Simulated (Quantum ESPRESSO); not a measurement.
# Zone-centre phonon calculation of GaP (F-43m, 2 atoms in the cell) at several settings

```
CELL_PARAMETERS angstrom
      0.00000     2.72581     2.72581
      2.72581     0.00000     2.72581
      2.72581     2.72581     0.00000
ATOMIC_POSITIONS crystal
  Ga 0.00000 0.00000 0.00000
  P  0.25000 0.25000 0.25000
```

Base: PBE, SSSP 1.1.2 efficiency (PBE) pseudopotentials (Quantum ESPRESSO). Its settings: ecutwfc = 70 Ry; ecutrho = 560 Ry; occupations = fixed; potentials = {Ga: Ga.pbe-dn-kjpaw_psl.1.0.0.UPF, P: P.pbe-n-rrkjus_psl.1.0.0.UPF}; K_POINTS = automatic 10 10 10 0 0 0; nbnd = 17; conv_thr = 1e-10 Ry. Starting volume 20.25 Å³ per atom.

Each line gives the change from the base single point and the result:

- ecutwfc: 70 Ry → 49 Ry; ecutrho: 560 Ry → 392 Ry; ph.x.tr2_ph: default → 1e-14; ph.x.fildyn: default → dyn.G; ph.x.epsil: default → true; dynmat.x.fildyn: default → dyn.G; dynmat.x.asr: default → simple: pressure 2.28 GPa; zone-centre frequencies (cm⁻¹; negative means imaginary) 0, 0, 0, 358, 358, 358; ε∞ at this k-point mesh, which may be far from converged in small-gap cells (xx, yy, zz) 10.6, 10.6, 10.6; Born charges at this mesh (mean of the diagonal, e) Ga 2.17, P -2.17.
- K_POINTS: automatic 10 10 10 0 0 0 → automatic 6 6 6 0 0 0; ph.x.tr2_ph: default → 1e-14; ph.x.fildyn: default → dyn.G; ph.x.epsil: default → true; dynmat.x.fildyn: default → dyn.G; dynmat.x.asr: default → simple: pressure 2.37 GPa; zone-centre frequencies (cm⁻¹; negative means imaginary) 0, 0, 0, 358, 358, 358; ε∞ at this k-point mesh, which may be far from converged in small-gap cells (xx, yy, zz) 12.9, 12.9, 12.9; Born charges at this mesh (mean of the diagonal, e) Ga 2.35, P -2.35.
- conv_thr: 1e-10 Ry → 7.3e-06 Ry; ph.x.tr2_ph: default → 1e-14; ph.x.fildyn: default → dyn.G; ph.x.epsil: default → true; dynmat.x.fildyn: default → dyn.G; dynmat.x.asr: default → simple: pressure 2.35 GPa; zone-centre frequencies (cm⁻¹; negative means imaginary) 0, 0, 0, 358, 358, 358; ε∞ at this k-point mesh, which may be far from converged in small-gap cells (xx, yy, zz) 10.6, 10.6, 10.6; Born charges at this mesh (mean of the diagonal, e) Ga 2.17, P -2.17.

The starting cell comes from a database of computed structures (which also holds hypothetical and non-ambient phases and stackings), without a prior relaxation at this level.

Frequencies and response belong to this unrelaxed cell, and polar modes hold no LO-TO splitting.
